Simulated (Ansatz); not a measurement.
Start from TiB2 (space group P6/mmm, No. 191; a = 3.032 Å, c = 3.224 Å; relaxed with 0.1 eV smearing).

The values are results of Ansatz (a quantum-chemistry and plane-wave program), PBE, PAW, cutoff 420 eV, spin-orbit coupling left out, not measurements.

Strains are applied to the cell and any free atomic positions relax.

One change was made to it. Results:

| quantity | base | after |
|---|---|---|
| energy relative to the base (free energy F) | 0 meV/atom | +23 meV/atom |
| pressure (mean of the normal stresses, compression positive) | 0.0 GPa | -13.5 GPa |

Q: Which change produced these results?
A) isotropic strain +2.50 %
B) isotropic strain +1.50 %
C) isotropic strain +2.00 %
D) isotropic strain +1.00 %
E) isotropic strain −1.50 %

A: C, isotropic strain +2.00 %. For comparison, the energy relative to the base in the other runs: isotropic strain +1.00 % gives +5.9 meV/atom; isotropic strain +2.50 % gives +36 meV/atom; isotropic strain +1.50 % gives +13 meV/atom; isotropic strain −1.50 % gives +14 meV/atom.

No phonon test of stability was made. The final runs are not spin-polarised.
